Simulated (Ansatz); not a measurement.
## SnO (model structure, started from the 4H type, P6₃mc, No. 186, 8 atoms in the cell): lattice parameter a by level of theory

No measured value is used here.

| level (code) | value (Å) |
|---|---|
| PBE (Ansatz) | … |
| PBEsol (Ansatz) | 3.289 |
| PBE-D3(BJ) (Ansatz) | 3.326 |

Problem. Complete the blanks.

Solution. 
- PBE (Ansatz, a quantum-chemistry and plane-wave program), value (Å): 3.359

Ansatz's density-functional and Hartree–Fock values are scalar-relativistic unless marked +SOC, with PAW data made under PBE.

A model structure was made by putting elements into a prototype or built by hand; it is no filed structure, need not be a known phase, and can be a saddle point held by its symmetry.
